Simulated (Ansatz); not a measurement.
Start from HgSe in the zinc blende structure (space group F-43m, No. 216).

```xyz
2
Lattice="0.0000 3.0315 3.0315 3.0315 0.0000 3.0315 3.0315 3.0315 0.0000" Properties=species:S:1:pos:R:3 pbc="T T T"
Hg     0.0000     0.0000     0.0000
Se     1.5157     1.5157     1.5157
```

All numbers come from plane-wave PAW DFT at the LDA level (Ansatz, a program for electronic structure, 420 eV), without spin-orbit coupling.

Strains are applied to the cell and any free atomic positions relax.

One change was made to it. Results:

The energy increases by 36 meV/atom; the pressure goes from zero to -4.1 GPa.

Question: Name the change that was made.
A. isotropic strain −2.50 %
B. isotropic strain +3.00 %
C. isotropic strain +1.00 %

Answer: B, isotropic strain +3.00 %. For comparison, the energy relative to the base in the other runs: isotropic strain +1.00 % gives +4.3 meV/atom; isotropic strain −2.50 % gives +31 meV/atom.

The mesh was chosen for an insulator and is coarse for the gapless case. No phonon test of stability was made. The final runs are not spin-polarised.
